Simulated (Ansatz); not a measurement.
## Competing hops of In-vacancy pair in fcc Al, neutral cell

System: In-vacancy pair (In on one host Al site, one Al site vacant) in fcc Al (neutral cell). The numbers are results of PBE, PAW (plane waves to 420 eV; Ansatz, a quantum-chemistry and plane-wave program), not measurements.

Settings: 32 host sites, the relaxed PBE lattice, a 3×3×3 k-point mesh shifted by half a step, smearing 0.10 eV, spin-restricted, no image-charge correction. No zero-point or tunnelling terms. Forms of the defect that were not tried may lie lower.

Barriers: single points on a 5×5×5 k-point mesh shifted by half a step at the bands' geometries.

```tsv
Route	Start site over the lowest site run (eV)	Hop (Å)	Forward barrier (eV)	Backward barrier (eV)	Neighbours at the start	Neighbours at the saddle	Saddle order	Forward, on the band's own sampling (eV)
In and the vacancy change places (In-vacancy distance between ideal sites 2.86 Å throughout)	0.00	2.33	0.24	0.24	4 Al at 2.85, 2 Al at 2.95, 4 Al at 3.03, Al at 3.14 Å	4 Al at 2.72, 3 Al at 3.19, Al at 3.20 Å	first order	0.25
```

Paths come from climbing-image nudged elastic band runs.  

The whole set of runs took around 0.8 core-hours (rough).
